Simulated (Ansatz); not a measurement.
By PBEsol, the system below comes out a metal.

Crystal: Os (P6_3/mmc, hcp (Mg type), 2 atoms a cell, 14.1 Å³ an atom, -7 GPa at this level); planes in its conventional cell.

Calculation: PBEsol (plane waves, PAW; Ansatz, a first-principles code).

G/A = (e²/h) × open channels of both spins per area, as a mean over 0.1 eV about the Fermi level, without spin-orbit coupling, for the cells as given.

```
plane  area (Å²)  G/A (10¹⁵ S/m²)
-----  ---------  ---------------
(100)       11.9              1.1
(110)       20.6       (withheld)
(001)        6.5       (withheld)
```

Task: Fill in the missing entries.

Result: 
- (110), G/A (10¹⁵ S/m²): 1.2
- (001), G/A (10¹⁵ S/m²): 1.5
